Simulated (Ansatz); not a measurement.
Base system: SnO in the litharge type structure (space group P4/nmm, No. 129; a = 3.793 Å, c = 4.764 Å; layered, stacked along the Cartesian z axis).

The values are results of r2SCAN+rVV10 (Ansatz, a quantum-chemistry and plane-wave program; PAW; 500 eV plane waves; no SOC), earlier PAW set, not measurements.

Free-standing slabs (4 atom(s) a layer) normal to the stacking axis with 15 Å of vacuum; in-plane cell relaxed.

One change was made to it. Results:

The excess energy per area of both faces (slab less bulk energy over the cell's area: twice a surface energy) amounts to 0.5 J/m² (uncertain by up to 0.2 J/m²); the in-plane lattice parameter a drops by 0.018 bohr (7.167 bohr → 7.149 bohr); the shortest interatomic distance decreases by 0.005 bohr to 4.183 bohr.

Question: What was done to the base?
A. 2 layers
B. 1 layer
C. 4 layers

Answer: C, 4 layers. For comparison, the in-plane lattice parameter a in the other runs: 1 layer gives 7.095 bohr; 2 layers gives 7.130 bohr.

The excess energy carries the mismatch between the slab's and the bulk's meshes. No phonon test of stability was made. The final runs are not spin-polarised.
